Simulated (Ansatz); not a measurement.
Where the default PAW files enter, the runs use the earlier of Ansatz's two default sets.

Given:

```xyz
10
Lattice="4.8050 0.0000 0.0000 2.4025 4.5868 0.0000 2.4025 1.2584 3.9664" Properties=species:S:1:pos:R:3 pbc="T T T"
Al     2.4025     2.7378     0.5866
Al     7.2075     3.1075     3.3798
Al     4.8050     4.7717     1.3966
Al     4.8050     1.0736     2.5699
O      4.0695     2.3345     3.7438
O      5.5405     3.5108     0.2227
O      3.8735     1.4613     0.9916
O      5.7365     4.3839     2.9748
O      6.4720     1.8466     2.2059
O      3.1380     3.9987     1.7605
```

Space group of this cell: R-3c, corundum. The cell is taken as given; by r2SCAN its mean pressure is -7.1 GPa.

Computed with r2SCAN (plane waves, PAW; Ansatz, a quantum-chemistry and plane-wave program).

The current runs along the normal of the first two printed vectors; no spin-orbit coupling. Scaled by the factor s: both lengths across the current (ions clamped). The meshes follow the cell: 8×8×8 and 8×8 across at s = 0.98, 8×8×8 and 8×8 across at s = 1.00, 8×8×8 and 8×6 across at s = 1.02.

```json
[
 {"s": "0.98", "mean pressure (GPa)": "2.9", "band gap (eV)": "?"},
 {"s": "1.00", "mean pressure (GPa)": "-7.1", "band gap (eV)": "6.76"},
 {"s": "1.02", "mean pressure (GPa)": "-15.3", "band gap (eV)": "6.23"}
]
```

**Question.** Take the slope of the band gap against ln s from the two given rows, extrapolate to s = 0.98, and say what the run there gives.

**Answer.** Slope = (6.23 − 6.76) / ln 1.02 = -26.8 eV. The line gives 6.76 + (-26.8) × ln 0.98 = 7.30 eV. The run gives 7.22 eV, 0.08 eV under the line, 15 % of the predicted step.
